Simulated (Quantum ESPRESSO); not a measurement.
A self-consistent single point of AgAuO3 (Fd-3m, 20 atoms in the cell) with Quantum ESPRESSO.

Method: PBEsol, GBRV 1.5 ultrasoft (PBESOL) pseudopotentials (plane waves; Quantum ESPRESSO).

```xyz
20
Lattice="0.0000 5.1519 5.1519 5.1519 0.0000 5.1519 5.1519 5.1519 0.0000" Properties=species:S:1:pos:R:3 pbc="T T T"
Ag     6.4399     6.4399     6.4399
Ag     6.4399     3.8639     3.8639
Ag     3.8639     3.8639     6.4399
Ag     3.8639     6.4399     3.8639
Au     3.8639     3.8639     1.2880
Au     3.8639     1.2880     3.8639
Au     1.2880     1.2880     1.2880
Au     1.2880     3.8639     3.8639
O      0.3473     2.5760     2.5760
O      5.1519     8.0752     5.1519
O      4.8046     2.5760     2.5760
O      5.1519     2.2286     5.1519
O      2.5760     0.3473     2.5760
O      5.1519     5.1519     8.0752
O      2.5760     4.8046     2.5760
O      5.1519     5.1519     2.2286
O      2.5760     2.5760     0.3473
O      8.0752     5.1519     5.1519
O      2.5760     2.5760     4.8046
O      2.2286     5.1519     5.1519
```

Reference input (self-consistent single point, DFT, PBEsol, plane waves, GBRV 1.5 ultrasoft (PBESOL) pseudopotentials): ecutwfc = 40 Ry; ecutrho = 320 Ry; occupations = smearing; smearing = fermi-dirac; degauss = 0.00147 Ry; potentials = {Ag: ag_pbesol_v1.4.uspp.F.UPF, Au: au_pbesol_v1.uspp.F.UPF, O: o_pbesol_v1.2.uspp.F.UPF}; K_POINTS = automatic 5 5 5 0 0 0; conv_thr = 1e-11 Ry. This run's input differs from it in these lines:

```diff
@@ -12,4 +12,4 @@
    ntyp = 3
-   ecutwfc = 40
-   ecutrho = 320
+   ecutwfc = 16
+   ecutrho = 128
    occupations = 'smearing'
```

The program printed (abridged):

```
     Self-consistent Calculation

     iteration #  1     ecut=    16.00 Ry     beta= 0.70

     total energy              =   -1992.33524066 Ry
     estimated scf accuracy    <      19.12655248 Ry

     iteration #  2     ecut=    16.00 Ry     beta= 0.70

     total energy              =   -1996.52610980 Ry
     estimated scf accuracy    <      23.16541948 Ry

     iteration #  3     ecut=    16.00 Ry     beta= 0.70

     total energy              =   -2000.81438479 Ry
     estimated scf accuracy    <       2.56229287 Ry

   [... 7 blocks of this kind left out ...]

     iteration # 11     ecut=    16.00 Ry     beta= 0.70

     total energy              =   -2001.31978145 Ry
     estimated scf accuracy    <          1.0E-10 Ry

     iteration # 12     ecut=    16.00 Ry     beta= 0.70
     End of self-consistent calculation

     the Fermi energy is     9.2829 ev

!    total energy              =   -2001.31978145 Ry
     estimated scf accuracy    <          2.4E-12 Ry
     smearing contrib. (-TS)   =      -0.00000017 Ry
     internal energy E=F+TS    =   -2001.31978128 Ry

     convergence has been achieved in  12 iterations

     Forces acting on atoms (cartesian axes, Ry/au):

     atom    1 type  1   force =     0.00000000   -0.00000000    0.00000000
     atom    2 type  1   force =    -0.00000000    0.00000000    0.00000000
     atom    3 type  1   force =     0.00000000    0.00000000   -0.00000000
     atom    4 type  1   force =     0.00000000   -0.00000000   -0.00000000
     atom    5 type  2   force =     0.00000000   -0.00000000    0.00000000
   [... lines left out ...]

     Total force =     0.098297     Total SCF correction =     0.000002

          total   stress  (Ry/bohr**3)                   (kbar)     P=    -6744.66
  -0.04584928  -0.00000000  -0.00000000        -6744.66       -0.00       -0.00
  -0.00000000  -0.04584928  -0.00000000           -0.00    -6744.66       -0.00
  -0.00000000  -0.00000000  -0.04584928           -0.00       -0.00    -6744.66

   JOB DONE.
```

The run converged in 12 iterations. Against the reference run the free energy rises by 16.9 eV/atom, the pressure goes from -8.27 to -674.5 GPa, the largest force goes from 0.199 to 0.730 eV/Å and the gap on the mesh goes from 0.204 to 0.427 eV.

The starting cell comes from a database of computed structures (which also holds hypothetical and non-ambient phases and stackings), without a prior relaxation at this level. Spin-orbit coupling is off. At the lowered cutoff the pressure carries the error of an incomplete plane-wave basis.

Cost on one core of a shared machine: roughly 2 min.
